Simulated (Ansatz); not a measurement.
InAs with two functionals, isotropic strain +1.45 %

The parent structure is InAs in the zinc blende structure (space group F-43m, No. 216; a = 6.186 Å).

(Cell as relaxed with PBE.)

Levels (all Ansatz, an electronic-structure program, PAW): PBE (420 eV, no SOC); r2SCAN (500 eV, no spin-orbit coupling).

Each level relaxes its own structure.

```tsv
base	PBE	r2SCAN
volume per atom	29.59 Å³	28.50 Å³
lattice parameter a	6.186 Å	6.109 Å
band gap	zero	0.08 eV
```

The change: every lattice vector is stretched by 1.45 %, atoms relaxed at fixed cell.

```tsv
quantity	PBE	r2SCAN
pressure	-1.9 GPa	(withheld)
energy relative to the base (free energy F)	+8.0 meV/atom	(withheld)
band gap	zero	(withheld)
```

**Question.** What does r2SCAN give?

**Answer.** 
- pressure, r2SCAN: -2.2 GPa
- energy relative to the base (free energy F), r2SCAN: +9.0 meV/atom
- band gap, r2SCAN: zero

PBE's pressure lies 0.3 GPa above r2SCAN's; PBE's energy relative to the base lies 1.1 meV/atom below r2SCAN's; the two agree on the band gap. Neither level is exact; r2SCAN is the comparison here, not a measurement.

A case with no gap was solved on a k-mesh chosen for an insulator, which is coarse for it. No phonon test of stability was made. All final runs are without spin polarisation. The zero or small gap of InAs can change with the level of theory.
